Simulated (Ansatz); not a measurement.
The cell is made up: elements placed on another compound's structure type, so the phase may be hypothetical.

By PBEsol, the system below comes out a metal.

The ballistic (Sharvin) conductance counts the channels at the Fermi level: G/A = (e²/h) × channels of both spins per area.

Consider the following.

```
CELL_PARAMETERS angstrom
      4.06071     0.00000     0.00000
      0.00000     4.06071     0.00000
      0.00000     0.00000     4.06071
ATOMIC_POSITIONS crystal
  Nb 0.00000 0.00000 0.00000
  N  0.00000 0.50000 0.00000
  N  0.50000 0.00000 0.00000
  N  0.00000 0.00000 0.50000
```

Space group of this cell: Pm-3m, ReO3 type. The cell was relaxed by PBE-D3(BJ); by PBEsol its mean pressure is -1.6 GPa.

The current flows along the normal of the first two printed cell vectors. No spin-orbit coupling; the value is a mean over 0.1 eV about the Fermi level.

### Question
Predict the ballistic conductance per area from PBEsol (Ansatz, a quantum-chemistry and plane-wave program).

### Answer
1.0 × 10¹⁵ S/m² for both spins.
